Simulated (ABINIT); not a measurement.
Input and output of a self-consistent single point for MgAu (Pm-3m, 2 atoms in the cell) (ABINIT).

Method of the run: PBEsol, spin-orbit coupling, norm-conserving pseudopotentials (PseudoDojo nc-fr-04 PBEsol standard) (plane waves; ABINIT).

```
CELL_PARAMETERS angstrom
      3.23851     0.00000     0.00000
      0.00000     3.23851     0.00000
      0.00000     0.00000     3.23851
ATOMIC_POSITIONS crystal
  Mg 0.50000 0.50000 0.50000
  Au 0.00000 0.00000 0.00000
```

Reference input (self-consistent single point, DFT, PBEsol, plane waves, norm-conserving pseudopotentials (PseudoDojo nc-sr-04 PBEsol standard)): pseudos = [Mg.upf, Au.upf]; ecut = 84 Ry; ixc = -116133; occopt = 7; tsmear = 0.00367493 Ha; ngkpt = 7 7 7; nshiftk = 1; shiftk = 0 0 0; potentials = PseudoDojo nc-sr-04 PBEsol standard; nband = 21; kptopt = 1; nstep = 100. This run's input differs from it in these lines:

```diff
@@ -1,2 +1,2 @@
-# MgAu, PseudoDojo nc-sr-04 PBEsol standard
+# MgAu, PseudoDojo nc-fr-04 PBEsol standard
 pp_dirpath "./"
@@ -17,5 +17,7 @@
 ixc -116133
+nspinor 2
+nspden 1
 occopt 7
 tsmear 0.00367493
-nband 21
+nband 45
 kptopt 1
```

Its files differ too (potentials: PseudoDojo nc-sr-04 PBEsol standard → PseudoDojo nc-fr-04 PBEsol standard).

Log, with long lists cut:

```
  Calculation with spin-orbit coupling
  Max number of channels (spin-orbit included)   7
  - Atom type    1 has spin-orbit characteristics (pspso=  2)
  - Atom type    2 has spin-orbit characteristics (pspso=  2)
  Nonlocal part applied using Legendre polynomials
  Max number of non-local projectors over l and type   4
  Highest angular momentum +1 .......   4
  Max number of (l,n)   components ..  22
  Max number of (l,m,n) components ..  22

 Pseudo-Core Charge Info:
   Number of radial points for pseudo-core charge .. 2501
   XC core-correction treatment (optnlxccc) ........    1
   Radius for pseudo-core charge for each type .....

  - Atom type    1 has pseudo-core radius ..  0.0000
  - Atom type    2 has pseudo-core radius ..  3.3900

 Info on the Q-grid used for form factors in spline form:
   Number of q-points for radial functions ffspl ..   3001
   Number of q-points for vlspl ...................   3001
   vloc is computed in Reciprocal Space
   model core charge treated in real-space

  XC functional for type 1 is -116133
  Pseudo valence available: yes
  XC functional for type 2 is -116133
  Pseudo valence available: yes

 symatm: atom number 1 is reached starting at atom
   1  1  1  1  1  1  1  1  1  1  1  1  1  1  1  1  1  1  1  1  1  1  1  1
   1  1  1  1  1  1  1  1  1  1  1  1  1  1  1  1  1  1  1  1  1  1  1  1
 symatm: atom number 2 is reached starting at atom
   2  2  2  2  2  2  2  2  2  2  2  2  2  2  2  2  2  2  2  2  2  2  2  2
   2  2  2  2  2  2  2  2  2  2  2  2  2  2  2  2  2  2  2  2  2  2  2  2

--- !BUG
src_file: m_inwffil.F90
src_line: 2703
mpi_rank: 0
message: |
    When nspinor2 is 2, nbd2 must be even, while it is nbd2=45
...

  Action: contact ABINIT group (please attach the output of `abinit -b`)

 abinit_abort: decision taken to exit. Check above messages for more info
Abort(13) on node 0 (rank 0 in comm 0): application called MPI_Abort(MPI_COMM_WORLD, 13) - process 0

--- !BUG
src_file: m_inwffil.F90
src_line: 2703
mpi_rank: 0
message: |
    When nspinor2 is 2, nbd2 must be even, while it is nbd2=45
...

  Action: contact ABINIT group (please attach the output of `abinit -b`)
```

The program stopped before any SCF iteration. 

The starting cell comes from a database of computed structures (which also holds hypothetical and non-ambient phases and stackings), without a prior relaxation at this level. Its lattice was rescaled by a random factor within 2.5 % of one.
